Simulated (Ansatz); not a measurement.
Consider HfN in the rock salt structure (space group Fm-3m, No. 225; a = 4.526 Å; relaxed with 0.1 eV smearing).

Computed with Ansatz (a quantum-chemistry and plane-wave program), r2SCAN, PAW, cutoff 500 eV, no SOC.

Before the change:

| Item | Result |
|---|---|
| Pressure | 0.0 GPa |

Modification: the cell is scaled by 1.0150 in all directions; the atoms relax in the strained cell.

Task: How does this affect the pressure and energy relative to the base?

Result: The pressure goes from zero to -11.4 GPa; the energy increases by 20 meV/atom.

Whether these cells are dynamically stable was not tested. The final runs are not spin-polarised. An odd electron count without spin: HfN.
